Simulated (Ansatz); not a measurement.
Base system: Sb in the diamond structure (space group Fd-3m, No. 227; a hypothetical phase, not in the database extracts checked; relaxed with 0.1 eV smearing).

```
Sb
1.0
    0.00000     3.43546     3.43546
    3.43546     0.00000     3.43546
    3.43546     3.43546     0.00000
Sb
2
Cartesian
  5.15320   5.15320   5.15320
  3.43546   3.43546   3.43546
```

Calculations: Ansatz (a program for electronic structure) PBEsol, no SOC.

Base values:

- Pressure = 0.0 GPa

Now apply this change: an isotropic linear strain of +4.04 %; the atoms relax in the strained cell.

Q: Predict the new pressure and energy relative to the base.

A: The pressure goes from zero to -3.3 GPa; the energy rises by 58 meV/atom.

Stability against distortions was not tested.
